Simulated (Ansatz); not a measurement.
Checking a run of Ansatz (an electronic-structure program) on KRb2PdF6 (Fm-3m, 10 atoms in the cell). The aim is a self-consistent single point with DFT, PBEsol, plane waves, default PAW files made with PBE.

Cell that was meant: a = 6.3337 Å, b = 6.3337 Å, c = 6.3337 Å, α = 60.00°, β = 60.00°, γ = 60.00°.

Part of the input:

Ansatz 0.2 input:
```yaml
    - { symbol: F, position_ang: [6.942540, 4.478596, 4.478596] }
    - { symbol: F, position_ang: [4.478596, 2.014652, 4.478596] }
    - { symbol: F, position_ang: [4.478596, 6.942540, 4.478596] }
basis:
  ecutwfc: 40
kpoints:
  mp_grid: { grid: [5, 5, 5] }
hamiltonian:
```

Output (repeated stretches shortened):

```
   [... lines left out ...]
PAW frozen core: F, regenerated for the run's functional, and the local potential with it
Initial density: superposition of atomic densities (chi_scale 0.1, normalization cell, long waves kept (reshape's long-wave potential 0.02 eV rms))
Starting moments: Σ|m| = 1 μB on 1 of 10 sites
Initial wavefunctions: pseudopotential atomic-orbital guess
Eigensolver: davidson
Functional: x = pbesol(κ = 0.804, μ = 0.12345679012345678), c = pbesol(β = 0.046)
SCF iter   1: F=—  HF=-18578.229157 eV  |F-HF|=—  |Δ(HF+E_count)|=         —  Δρ=5.72e-1 (↑5.72e-1 ↓5.50e-1)  dr2=2.68e3  dr2_m=7.25e-1  M=0.037 μB ∫|m|=0.051 μB  β_m=0.30  ethr=3.10e-3  ⟨swp⟩=1.0  Hψ=2088  notcnv=0
all-band conjugate gradients solve this SCF's bands
preconditioner: auto → none
   [... lines left out ...]
SCF iter  28: F=—  HF=-16814.255414 eV  |F-HF|=—  |Δ(HF+E_count)|=   1.24e-6  Δρ=3.87e-6 (↑3.82e-6 ↓3.87e-6)  dr2=3.08e-7  dr2_m=1.14e-10  M=-0.000 μB ∫|m|=0.000 μB  β_m=0.99  ethr=2.51e-9  ⟨swp⟩=2.0  Hψ=1109  notcnv=0  defer=31
SCF iter  29: F=-16814.255413 eV  HF=-16814.255413 eV  |F-HF|=5.66e-9  |Δ(HF+E_count)|=   1.95e-7  Δρ=7.64e-7 (↑7.64e-7 ↓7.52e-7)  dr2=7.60e-9  dr2_m=5.04e-11  M=0.000 μB ∫|m|=0.000 μB  ethr=1.15e-10  ⟨swp⟩=10.3  Hψ=4569  notcnv=0
SCF 1 converged in 29 iterations: F = -16814.255413 eV  dr2 = 7.60e-9
the search or the solves at the SCF's close seem to have found levels that the self-consistency loop had missed (the run counts 4) …
   [... lines left out ...]
WARN: the starting moments were not kept: the SCF closed with an absolute magnetisation of 2.1e-5 μB, where they sum to 1 μB in size (1 site) …
Absolute magnetization: 0.0000 μB (∫|ρ↑−ρ↓|, with the PAW one-centre terms)
Free energy (F): -16814.255413 eV
Fermi energy:    18.949011 eV
   [... lines left out ...]
--- Stress (GPa, compression-positive) ---
    -1271.576814       0.000000      -0.000000
        0.000000   -1271.576814      -0.000000
        0.000000      -0.000000   -1271.576814
  P = ⅓ Tr σ = -1271.5768 GPa (-12715.768 kbar)
  The stress holds no Pulay correction (an occupied level lies too near the plane-wave cutoff): it is that at fixed plane waves, as pw.x and ABINIT print it
```

Task: Can these results be used? Check the input.

Result: The run is not sound. The fault is this: a cutoff meant in Ry typed as a bare number, read as eV. A bare number is read in the key's own unit, and eV, Ry (13.6 eV) and Ha (27.2 eV) lie far apart, so the setting ends up far from the one that was meant. To fix it, convert the value to the unit that the key expects. The run converged in 29 iterations without an error; against the sound input the free energy rises by 285 eV/atom, the pressure goes from 0.31 to -1272 GPa, the largest force goes from 0.088 to 116.7 eV/Å and the size of the net moment goes from 0.10 to 0.00 μB/atom.

An input that runs soundly differs in these lines (not the only fix; some lines may just follow from the change or write a value another way):
```diff
-basis:
-  ecutwfc: 40
```

With that input, the run converged in 15 iterations: free energy E − TS (on the zero of these files) -19664.7423 eV; Fermi level (on the code's own zero) 5.34 eV; pressure 0.31 GPa; largest force (vector length) 0.088 eV/Å; size of the cell's spin moment 0.99 μB (DFT, PBEsol, plane waves, default PAW files made with PBE).

On the sound input: the starting cell comes from a database of computed structures (which also holds hypothetical and non-ambient phases and stackings), without a prior relaxation at this level. Its lattice was rescaled by a random factor within 2.5 % of one. With one magnetic atom in the cell only a parallel order is possible. Ansatz's pressure includes its estimate of the finite-basis (Pulay) stress.
